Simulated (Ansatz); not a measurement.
Worked calculations on one periodic cell of amorphous Hf18O36C: Hf18O36C, 55 atoms, volume 654.1 Å³, made by a melt-quench on the CHGNet potential and relaxed with DFT. O atoms were pushed apart under 1.9 Å during the dynamics, to hinder bonds among them. It is a model cell: composition and starting density were chosen by hand, and all elements were melted together. Cycles of charging were run to anneal it. The numbers are results of PBE, scalar-relativistic without spin-orbit coupling (plane waves to 420 eV, PAW; Ansatz, an electronic-structure program), not measurements. Sampling: a 2×2×2 Γ-centred mesh; Fermi-Dirac width 0.02 eV; no spin polarisation. Its volume was relaxed, its shape was free, and it stands at a mean pressure of 0.1 GPa with stress components up to 0.2 GPa; the relaxation ran on the zone centre alone. Its density went from a set 8.91 to 9.65 g/cm³. The cell is small and was quenched far faster than a real film, so it is one sample of the glass.

Four energies for an added electron at PBE on the zone centre alone (charged cells in a uniform background, spin-polarised): neutral at the neutral geometry -303762.130 eV; charged at the neutral geometry -303745.844 eV; charged and relaxed -303746.202 eV; neutral at the charged geometry -303761.400 eV.

### Question
Find the two relaxation energies and their sum, the reorganisation energy.

### Answer
On charging: -303745.844 − (-303746.202) = 0.358 eV. On discharging: -303761.400 − (-303762.130) = 0.730 eV. The sum is 1.088 eV. The carrier's level spreads over 11 of the 55 atoms' worth, so it counts as partly localised, most on one Hf atom with neighbours O 1.98 Å, O 2.12 Å, O 2.13 Å, O 2.21 Å, O 2.22 Å, O 2.24 Å, O 2.48 Å (neutral geometry). The values are uncorrected: the image energy of a point charge in this cell, 2.84 × 14.40 / (2 × 8.7) = 2.4 eV before screening, is screened by electrons alone at the fixed geometry and by ions too after relaxing, and the carrier can be spread before it relaxes, so each term can be off by up to that value times 1/ε∞, some tenths of an eV. PBE's self-interaction favours spread-out carriers, so a hybrid can localise more.

Four energies for a hole at PBE on the zone centre alone (charged cells in a uniform background, spin-polarised): neutral at the neutral geometry -303762.130 eV; charged at the neutral geometry -303776.007 eV; charged and relaxed -303776.689 eV; neutral at the charged geometry -303761.507 eV.

### Question
Find the two relaxation energies and their sum, the reorganisation energy.

### Answer
On charging: -303776.007 − (-303776.689) = 0.682 eV. On discharging: -303761.507 − (-303762.130) = 0.623 eV. The sum is 1.305 eV. The carrier's level spreads over 6 of the 55 atoms' worth, so it counts as partly localised, most on one C atom with neighbours O 1.41 Å, O 1.45 Å, Hf 2.18 Å, Hf 2.35 Å (neutral geometry). The values are uncorrected: the image energy of a point charge in this cell, 2.84 × 14.40 / (2 × 8.7) = 2.4 eV before screening, is screened by electrons alone at the fixed geometry and by ions too after relaxing, and the carrier can be spread before it relaxes, so each term can be off by up to that value times 1/ε∞, some tenths of an eV. PBE's self-interaction favours spread-out carriers, so a hybrid can localise more.
